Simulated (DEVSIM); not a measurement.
Structure: Si p-n junction from an implanted or diffused profile, at 300 K.

```csv
layer (left to right),material,thickness (μm),Nd (cm⁻³),τn (s),τp (s)
1,Si,94.0,5.2e16,2.1e-6,2.1e-6
```

Added acceptor profile: 2.2e18 cm⁻³ × exp(−(x − 0 μm)²/(2·(0.11 μm)²)). Left contact: ohmic. Right contact: ohmic. Voltage is applied to the left contact. Recombination: SRH at mid-gap. Gap narrowing is on: ΔEg = 6.92 meV × (l + √(l² + 0.5)), l = ln(N/1.3e17 cm⁻³), shared equally by both band edges. Mobility is μmin + (μ − μmin)/(1 + (N/Nref)^α).

This is a model device: material constants are rounded textbook-type values typed into the input, and sizes, dopings and lifetimes were drawn at random. Values at 300 K; Nc and Nv go as T^1.5, mobilities as T to minus their exponent, the gap by Varshni's rule with the affinity fixed.

```tsv
parameter	Si
gap (eV)	1.124
affinity (eV)	4.05
permittivity	11.7
Nc (cm⁻³)	2.86e19
Nv (cm⁻³)	3.1e19
μn (cm²/Vs)	1417
μp (cm²/Vs)	470
μn,min	52
μp,min	45
Nref,n	9.7e16
Nref,p	2.2e17
αn	0.68
αp	0.72
T exponent of μn	2.3
T exponent of μp	2.2
Varshni α (eV/K)	0.000473
Varshni β (K)	636
```

Simulated with DEVSIM: 1D drift-diffusion, Boltzmann statistics, complete ionisation; no tunnelling, impact ionisation, image-force lowering or self-heating.

The temperature was swept, all else fixed.

```json
[
 {"temperature (K)": "250", "dark forward voltage at 100 A/cm² (V)": "0.912", "dark forward voltage at 1 A/cm² (V)": "0.739", "potential step across the device at zero bias (V)": "0.934"},
 {"temperature (K)": "300", "dark forward voltage at 100 A/cm² (V)": "0.869", "dark forward voltage at 1 A/cm² (V)": "0.644", "potential step across the device at zero bias (V)": "0.871"},
 {"temperature (K)": "350", "dark forward voltage at 100 A/cm² (V)": "0.828", "dark forward voltage at 1 A/cm² (V)": "0.546", "potential step across the device at zero bias (V)": "0.805"},
 {"temperature (K)": "400", "dark forward voltage at 100 A/cm² (V)": "0.789", "dark forward voltage at 1 A/cm² (V)": "0.445", "potential step across the device at zero bias (V)": "0.736"},
 {"temperature (K)": "450", "dark forward voltage at 100 A/cm² (V)": "0.752", "dark forward voltage at 1 A/cm² (V)": "0.342", "potential step across the device at zero bias (V)": "0.665"},
 {"temperature (K)": "500", "dark forward voltage at 100 A/cm² (V)": "0.719", "dark forward voltage at 1 A/cm² (V)": "0.236", "potential step across the device at zero bias (V)": "0.592"}
]
```

From the first row to the last the dark forward voltage at 100 A/cm² goes from 0.912 to 0.719. From the first row to the last the dark forward voltage at 1 A/cm² goes from 0.739 to 0.236.
